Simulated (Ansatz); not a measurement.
The reference is Nb in the bcc (W type) structure (space group Im-3m, No. 229; a = 3.2713 Å).

Level of theory: PBEsol (Ansatz, a quantum-chemistry and plane-wave program, PAW, no spin-orbit coupling).

One change was made to it. Results:

```tsv
quantity	base	after
shortest interatomic distance	2.833 Å	2.799 Å
density	8.81 g/cm³	9.14 g/cm³
```

Q: Name the change that was made.
(A) pressure 7 GPa
(B) pressure 100 GPa
(C) pressure 3 GPa
(D) pressure 75 GPa

A: A, pressure 7 GPa. For comparison, the shortest interatomic distance in the other runs: pressure 75 GPa gives 2.597 Å; pressure 3 GPa gives 2.818 Å; pressure 100 GPa gives 2.551 Å.

Load acts through the strain it causes; cell and atoms are relaxed under it. Stability against distortions was not tested. No other phases were tried under pressure. The final runs are not spin-polarised.
